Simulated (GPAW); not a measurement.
Troubleshooting GPAW: a failed run on MnSnB2O6 (R-3, 10 atoms in the cell). The aim is a self-consistent single point with DFT PBEsol, plane waves, GPAW PAW datasets PBEsol (made by gpaw-setup).

Input as run:

```python
from ase import Atoms
from ase.dft.kpoints import monkhorst_pack
from ase.units import GPa
from gpaw import GPAW, PW

atoms = Atoms(['Mn', 'Sn', 'B', 'B', 'O', 'O', 'O', 'O', 'O', 'O'],
              cell=[[2.352491, 1.358212, 5.045481],
                    [-2.352491, 1.358212, 5.045481],
                    [0.000000, -2.716423, 5.045481]],
              scaled_positions=[[0.000000, 0.000000, 0.000000],
                                [0.500000, 0.500000, 0.500000],
                                [0.244400, 0.244400, 0.244400],
                                [0.755600, 0.755600, 0.755600],
                                [0.525300, 0.949800, 0.260800],
                                [0.260800, 0.525300, 0.949800],
                                [0.949800, 0.260800, 0.525300],
                                [0.474700, 0.050200, 0.739200],
                                [0.739200, 0.474700, 0.050200]],
              pbc=True)

atoms.set_initial_magnetic_moments([4.0, 0.0, 0.0, 0.0, 0.0, 0.0, 0.0, 0.0, 0.0, 0.0])

calc = GPAW(spinpol=True,
            mode=PW(900),
            xc='PBEsol',
            kpts=monkhorst_pack((3, 3, 3)) + [0.5 / 3, 0.5 / 3, 0.5 / 3],
            occupations={'name': 'methfessel-paxton', 'width': 0.05, 'order': 0},
            nbands=-6,
            convergence={'density': 1e-05, 'energy': 1e-05, 'bands': -4},
            symmetry={'symmorphic': False, 'tolerance': 0.0005},
            maxiter=120,
            txt='-')

atoms.calc = calc

energy = atoms.get_potential_energy()
print('Energy (eV):', round(energy, 6))
forces = atoms.get_forces()
print('Forces (eV/Ang):')
print(forces.round(5))
stress = atoms.get_stress()
print('Stress (GPa, Voigt):', (stress / GPa).round(4))
```

The program printed (abridged):

```
Traceback (most recent call last):
   [... frames left out ...]
ValueError: Array "positions" has wrong length: 9 != 10.
```

From the messages shown, name the fault and mend the input.

The fault is an atom count that does not match the list of atoms (one position left out); here the program stops on it instead of giving results. To fix it, make the count match the list. The program stopped before any SCF iteration.

An input that runs soundly differs in these lines (not the only fix; some lines may just follow from the change or write a value another way):
```diff
-                                [0.739200, 0.474700, 0.050200]],
+                                [0.739200, 0.474700, 0.050200],
+                                [0.050200, 0.739200, 0.474700]],
-            nbands=-6,
-            convergence={'density': 1e-05, 'energy': 1e-05, 'bands': -4},
+            nbands=-16,
+            convergence={'density': 1e-05, 'energy': 1e-05},
```

With that input, the run converged in 26 iterations: free energy E − TS (from the program's reference atoms) -81.6031 eV; largest force (vector length) 1.009 eV/Å; size of the cell's spin moment 5.00 μB; site moments (μB, in the program's spheres or projections) Mn 4.40, Sn 0.02, B 0.01, B 0.01, O 0.03, O 0.03, O 0.03, O 0.03, O 0.03, O 0.03 (DFT PBEsol, plane waves, GPAW PAW datasets PBEsol (made by gpaw-setup)).

On the sound input: the starting cell comes from a database of published, mostly measured structures (it also holds non-ambient and calculated ones), without a prior relaxation at this level. Its lattice was rescaled by a random factor within 2.5 % of one. With one magnetic atom in the cell only a parallel order is possible. Forces in this geometry exceed 1 eV/Å.
